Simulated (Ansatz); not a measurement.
We consider Ta2N (P-31m, No. 162; cell taken from a computed entry), described by r²SCAN (Ansatz, a quantum-chemistry and plane-wave program, plane waves, PAW).

Numerical settings: plane-wave cutoff 560 eV, 12×12×12 k mesh, Fermi–Dirac smearing 0.05 eV, scalar-relativistic PAW data made under PBE.

Computed at the level's own relaxed cell.

What does this level give for the equilibrium lattice constant a and c axis length?


equilibrium lattice constant a: 5.291 Å
c axis length: 4.932 Å

The run finds no gap.

Note: the relaxation could not lower the start's symmetry, so the cell can be a saddle point above a distorted one.

Spin–orbit coupling is not included; it can open a gap where bands touch, and shift volumes and moduli.
